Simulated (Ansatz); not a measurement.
## rock-salt MgO: the defect Mg vacancy

Method: PBE, PAW (plane waves to 420 eV; Ansatz, a first-principles code). The supercell holds 64 host sites (2×2×2 repeats of the unit cell), with a 2×2×2 shifted k-point sampling for the final energies. Site at the start: the Mg site. Energies of charged states are corrected for periodic images (point charge plus alignment at distant sites). Dielectric constants: PBE linear response of the host. Host gap at this level: 4.46 eV. Finite-size and sampling errors can reach tenths of an eV here. PBE underestimates the host's gap, which shifts levels and can delocalise carriers. Spin–orbit coupling is left out. Each state is the lowest found from its start.

Formation energies E_f are given with the Fermi level at the valence-band maximum. Chemical conditions: Mg-rich (Δμ(Mg) = 0.00 eV; only phases computed here count, gases as isolated molecules at 0 K); O-rich (Δμ(Mg) = -5.37 eV; only phases computed here count, gases as isolated molecules at 0 K). Reference phases: Mg: hcp Mg.

```json
[
 {"charge": "+1*", "moment (μB)": "1.0", "point group": "–", "largest move off a lattice site (Å)": "0.11", "image correction with alignment (eV)": "–", "E_f, Mg-rich (eV)": "–", "E_f, O-rich (eV)": "–", "above the lowest spin state (eV)": "0.00"},
 {"charge": "+1*", "moment (μB)": "1.0", "point group": "–", "largest move off a lattice site (Å)": "0.11", "image correction with alignment (eV)": "–", "E_f, Mg-rich (eV)": "–", "E_f, O-rich (eV)": "–", "above the lowest spin state (eV)": "0.00"},
 {"charge": "0†", "moment (μB)": "2.0", "point group": "–", "largest move off a lattice site (Å)": "0.11", "image correction with alignment (eV)": "0.00", "E_f, Mg-rich (eV)": "8.12", "E_f, O-rich (eV)": "2.75", "above the lowest spin state (eV)": "0.00"},
 {"charge": "0†", "moment (μB)": "not spin-polarised", "point group": "–", "largest move off a lattice site (Å)": "0.12", "image correction with alignment (eV)": "0.00", "E_f, Mg-rich (eV)": "8.18", "E_f, O-rich (eV)": "2.82", "above the lowest spin state (eV)": "0.06"},
 {"charge": "−1†", "moment (μB)": "1.0", "point group": "–", "largest move off a lattice site (Å)": "0.12", "image correction with alignment (eV)": "0.52", "E_f, Mg-rich (eV)": "–", "E_f, O-rich (eV)": "–", "above the lowest spin state (eV)": "0.00"},
 {"charge": "−1†", "moment (μB)": "1.0", "point group": "–", "largest move off a lattice site (Å)": "0.12", "image correction with alignment (eV)": "0.52", "E_f, Mg-rich (eV)": "–", "E_f, O-rich (eV)": "–", "above the lowest spin state (eV)": "0.00"},
 {"charge": "−2", "moment (μB)": "not spin-polarised", "point group": "Oh", "largest move off a lattice site (Å)": "0.13", "image correction with alignment (eV)": "1.33", "E_f, Mg-rich (eV)": "8.93", "E_f, O-rich (eV)": "3.56", "above the lowest spin state (eV)": "0.00"}
]
```

* At this level the carrier isn't localised at the defect: at charge +1 holes occupy the valence band. Such a state is shallow or no state of the defect, and this cell gives it no level.

† Not settled in this cell, so no level is given: charge 0: a level filled in part, carriers not clearly localised; charge −1: a level filled in part, carriers not clearly localised.

Point groups are those of the whole cell at tolerances of 0.03 and 0.1 Å ("near" where only the looser one holds); none is given for unsettled states.

Starting moments that weren't kept: charge +1 began with 3 μB and ended with 1.0; charge −1 began with 3 μB and ended with 1.0.

All states together cost very roughly 110 core-minutes.
